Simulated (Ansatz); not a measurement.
Worked example: self-consistent single point of CuAgO2 (Pmm2, 4 atoms in the cell) in Ansatz (a quantum-chemistry and plane-wave program).

Level of theory: LDA (PW92), default PAW files made with PBE (plane waves; Ansatz).

```yaml
crystal:
  lattice:
    - [2.80799, 0.00000, 0.00000]
    - [0.00000, 3.34383, 0.00000]
    - [0.00000, 0.00000, 5.38797]
  atoms:
    - { symbol: Cu, position: [0.50000, 0.50000, 0.50928] }
    - { symbol: Ag, position: [0.00000, 0.00000, 0.00000] }
    - { symbol: O, position: [0.00000, 0.50000, 0.27085] }
    - { symbol: O, position: [0.00000, 0.50000, 0.72915] }
```

Reference input (self-consistent single point, DFT, LDA (PW92), plane waves, default PAW files made with PBE): basis.ecutwfc = 420 eV; kpoints.mp_grid.grid = 12 10 6; hamiltonian.xc = lda; hamiltonian.pseudopotentials = {kind: paw} (the program's default PAW files); scf.occupations.method = fermi_dirac; scf.occupations.width = 0.1 eV. This run's input differs from it in these lines:

Ansatz 0.2 input:
```diff
@@ -14,3 +14,3 @@
 kpoints:
-  mp_grid: { grid: [12, 10, 6] }
+  mp_grid: { grid: [9, 7, 5] }
 hamiltonian:
@@ -19,3 +19,3 @@
 scf:
-  occupations: { method: fermi_dirac, width: 0.1 eV }
+  occupations: { method: fermi_dirac, width: 0.3 eV }
 output:
```

The program printed (abridged):

```
SCF iter   1: F=—  HF=-15121.063701 eV  |F-HF|=—  |Δ(HF+E_count)|=         —  Δρ=1.96e-2  dr2=1.50e-1  ethr=1.77e-3  ⟨swp⟩=4.8  Hψ=6884  notcnv=0
all-band conjugate gradients solve this SCF's bands
preconditioner: auto → LDOS
SCF iter   2: F=—  HF=-15121.083937 eV  |F-HF|=—  |Δ(HF+E_count)|=   2.02e-2  Δρ=2.60e-2  dr2=2.06e-1  ethr=3.01e-4  ⟨swp⟩=2.1  Hψ=4253  notcnv=0
   [... lines left out ...]
SCF iter   6: F=—  HF=-15121.017182 eV  |F-HF|=—  |Δ(HF+E_count)|=   3.39e-6  Δρ=8.22e-5  dr2=1.79e-6  ethr=1.57e-7  ⟨swp⟩=2.3  Hψ=2633  notcnv=0
SCF iter   7: F=—  HF=-15121.017182 eV  |F-HF|=—  |Δ(HF+E_count)|=   1.19e-7  Δρ=5.75e-5  dr2=1.32e-6  ethr=3.58e-9  ⟨swp⟩=2.3  Hψ=2792  notcnv=0
SCF iter   8: F=—  HF=-15121.017181 eV  |F-HF|=—  |Δ(HF+E_count)|=   1.09e-7  Δρ=3.01e-5  dr2=3.27e-7  ethr=2.63e-9  ⟨swp⟩=1.0  Hψ=1920  notcnv=0
SCF iter   9: F=-15121.017181 eV  HF=-15121.017181 eV  |F-HF|=7.86e-10  |Δ(HF+E_count)|=   4.32e-8  Δρ=3.05e-6  dr2=1.81e-9  ethr=2.00e-10  ⟨swp⟩=4.0  Hψ=5523  notcnv=0
SCF 1 converged in 9 iterations: F = -15121.017181 eV  dr2 = 1.81e-9
Free energy (F): -15121.017181 eV
Internal energy: -15120.488479 eV  (E = F + TS)
E sigma→0 (E₀):  -15120.752830 eV
Entropy (-TS):   -0.528703 eV (-132.176 meV/atom)
Fermi energy:    10.623325 eV
--- Forces (eV/Å), atoms counted from 1 ---
  atom   1  Cu     0.00000000    -0.00000000    -1.14285063
  atom   2  Ag     0.00000000     0.00000000     0.16482373
  atom   3  O      0.00000000     0.00000000     0.23860981
  atom   4  O      0.00000000     0.00000000     0.73942277
--- Stress (GPa, compression-positive) ---
       -2.584626       0.000000      -0.000000
        0.000000      -6.692605      -0.000000
       -0.000000      -0.000000      -7.235224
  P = ⅓ Tr σ = -5.5042 GPa (-55.042 kbar)
  The stress holds the Pulay correction. Without it, at fixed plane waves, as pw.x and ABINIT print it: P = -6.2014 GPa
```

The run converged in 9 iterations. Against the reference run the free energy drops by 61.7 meV/atom, the pressure goes from -6.05 to -5.50 GPa and the largest force goes from 1.170 to 1.143 eV/Å.

The starting cell comes from a database of computed structures (which also holds hypothetical and non-ambient phases and stackings), without a prior relaxation at this level. Its lattice was rescaled by up to half a per cent. One atom was moved a little off its site on purpose. Spin polarisation is off, so a magnetic state, if there is one, cannot be reached. With a pressure of about -6 GPa the cell is away from its equilibrium volume at this level. Forces in this geometry exceed 1 eV/Å. Ansatz's pressure includes its estimate of the finite-basis (Pulay) stress. Without the estimate this run gives -6.20 GPa. The run gives no clean gap (levels at the Fermi energy touch, overlap or are partly filled at this smearing), which alone does not show that the compound is a metal.
